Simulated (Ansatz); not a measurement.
Partial pair distribution functions of a relaxed model of amorphous Al$_{30}$O$_{42}$, broadened by 0.06 Å; density 3.17 g/cm³. Method: PBE, scalar-relativistic without spin-orbit coupling (plane waves to 420 eV, PAW; Ansatz, an electronic-structure program). The usual formal charges leave 6 electrons over, so the level spacing at the Fermi energy parts defect or band states and needn't be the band gap.

It comes from a melt-quench run on a machine-learned potential (CHGNet), relaxed afterwards by DFT. O atoms were pushed apart under 1.9 Å during the dynamics, to hinder bonds among them. The hot cell started wider than the set density and was brought back towards it in steps. It is the lowest in DFT energy of 2 quenches. It is a model cell: composition and starting density were chosen by hand, and all elements were melted together. No dispersion term was used. Its density started from a set value of 3.15 and ended at 3.17 g/cm³. The quench (nominally 410 K/ps over its main leg) was far faster than any real one, so the model tends to hold more defects than a real film. One small periodic cell is one sample of the glass; other quenches scatter about these values. The volume was free in the relaxation, at fixed shape. Stress components on the final sampling reach 3.9 GPa. On a 2×2×2 Γ-centred mesh force components of up to 0.14 eV/Å stay, since the relaxation ran on the zone centre alone.

```tsv
r (Å)	g Al-O	g Al-Al	g O-O
1.55	0.01	0.00	0.00
1.65	0.84	0.00	0.00
1.75	5.19	0.00	0.00
1.85	6.26	0.00	0.00
1.95	3.99	0.00	0.00
2.05	1.82	0.00	0.00
2.15	0.61	0.00	0.00
2.25	0.13	0.00	0.01
2.35	0.10	0.00	0.16
2.45	0.18	0.02	0.80
2.55	0.10	0.43	1.83
2.65	0.20	1.19	2.72
2.75	0.24	1.69	3.28
2.85	0.18	1.84	3.05
2.95	0.17	2.01	2.57
3.05	0.51	1.74	1.81
3.15	0.63	2.02	1.15
3.25	0.95	2.73	0.65
3.35	1.09	1.88	0.73
3.45	1.09	1.46	0.56
3.55	1.10	1.38	0.35
3.65	1.33	0.78	0.38
3.75	1.58	0.70	0.61
3.85	1.22	0.49	0.77
3.95	1.13	0.39	0.69
4.05	1.11	0.40	0.43
4.15	1.37	0.41	0.38
4.25	1.34	0.70	0.52
4.35	1.20	0.85	0.72
4.45	1.41	0.72	0.83
4.55	1.32	0.68	0.94
```

Within 2.28 Å each Al has 4.50 O neighbours on average.
